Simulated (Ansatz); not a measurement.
Cubic perovskite KZnF3 was calculated with PBEsol in Ansatz (plane waves, PAW).

Numerical settings: plane-wave cutoff 520 eV, 8×8×8 k mesh, Fermi–Dirac smearing 0.01 eV, scalar-relativistic PAW data made under PBE.

The cell is scaled about its equilibrium volume:

```csv
V (Å³/atom),P (GPa),direct gap at Γ (eV),smallest gap on the k mesh (eV)
12.509,5.71,6.054,3.872
12.776,3.59,5.869,3.816
13.042,1.69,5.693,3.762
13.308,0.00,5.523,3.710
13.574,-1.51,5.361,3.660
13.840,-2.85,5.206,3.612
14.106,-4.05,5.056,3.564
```

The fundamental gap (3.71 eV at the equilibrium volume, with added k points) lies elsewhere than Γ–Γ.

Ansatz is a quantum-chemistry and plane-wave program.
